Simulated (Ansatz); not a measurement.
In a free zigzag chain of Ta atoms, spin-degenerate bands cross the Fermi level 3 times between Γ and the zone edge.

Method: PBE (plane waves to 420 eV, PAW; Ansatz, a program for electronic structure). Mesh 1×1×74. Collinear spin, started with parallel moments, which vanish. It repeats along c; a and b span vacuum. A hypothetical model. Symmetry and one short period hold its shape; lower forms weren't sought. Pairing along the axis, which can open a gap, is among the distortions not tried. Values not marked SOC lack spin–orbit coupling.

Problem. What are the conductance and the two-terminal resistance of a perfect, endless piece?

Solution. Each crossing on the half of the zone with k > 0 has a partner at −k, so it gives one mode in each direction. Counting spin there are 6 modes, each carrying e²/h = 38.74 μS. G = 6 × 38.74 = 232.4 μS and R = 1/G = 4.30 kΩ, whatever the length. Scattering by phonons, roughness and contacts can only raise R.
